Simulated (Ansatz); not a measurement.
Base system: NaCl in the rock salt structure (space group Fm-3m, No. 225; a = 5.601 Å). Axes: x, y, z lie along the cube axes.

Calculations: PBEsol in Ansatz (plane waves to 420 eV, PAW, spin-orbit coupling left out).

Before the change:

Band gap: 5.01 eV

It is then changed as follows: biaxial strain +1.50 %, plane normal [001], relaxed out of plane (Cartesian); in-plane vectors clamped, the third vector and the atoms free.

Problem. What does the calculation give for the energy relative to the base after the change?

Solution. The energy goes up by 1.8 meV/atom.

Problem. Predict the new band gap.

Solution. The band gap decreases by 0.09 eV to 4.92 eV.

Problem. What does the calculation give for the ratio −ε⊥/ε∥ after the change?

Solution. The ratio −ε⊥/ε∥ is 0.40.

Whether these cells are dynamically stable was not tested.

Ansatz is an electronic-structure program.
